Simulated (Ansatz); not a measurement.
Functionals compared on SiH3 on the 1x1 (0001) surface of corundum (cut with top plane Al), one in a 1x1 cell, started at the site 'hollow Al-O-O-O over O at depth 2.3 Å #2', in Ansatz (plane waves, PAW). The structure was relaxed with PBE; the other rows are single points on it, each with its references at the same level. Cutoff 420 eV (500 eV for r2SCAN). The points keep PBE's geometry, so the relaxation of a polaron and the settling of charge on one site are left out.

Host crystal: corundum, with a band gap (PBE, scalar-relativistic without spin-orbit coupling).

Model: 24-atom slab, 6.7 Å thick at the start under the adsorbate (thin: gaps and levels are the slab's own), 6x6x1 mesh, Fermi-Dirac 0.01 eV, dipole correction, 9 atoms held, the rest relaxed; no symmetry held; spin-polarised, ending with about 1.0 μB a cell; orders that need a larger cell were not tried, no spin-orbit, no U, no dispersion correction. At the end it is bonded to Al. In PBE it is, or lies within 0.03 eV of, the lowest of the starts that converged. These notes are the PBE run's. r2SCAN: The program's check for a lower electronic state was not made. Adsorption energies are against SiH4(g) − ½ H2(g). A negative adsorption energy means that the adsorbate is more stable on the surface than in its reference.

| functional | adsorption energy (eV) | gap of the slab on its k-mesh (eV) | highest filled level below the top vacuum level (eV) | magnetic moment of the cell (μB) | rough cost of the single point |
|---|---|---|---|---|---|
| PBE | 1.28 | 1.12 | 5.48 | 1.00 | – |
| RPBE | … | … | … | 1.00 | about 2.8 core-minutes (a rough figure) |
| r2SCAN | 1.17 | 1.82 | 5.75 | 1.00 | very roughly 5 core-minutes |

Q: Fill in the missing entries.

A: 
- RPBE, adsorption energy (eV): 1.41
- RPBE, gap of the slab on its k-mesh (eV): 1.23
- RPBE, highest filled level below the top vacuum level (eV): 5.42

Ansatz is a first-principles code.
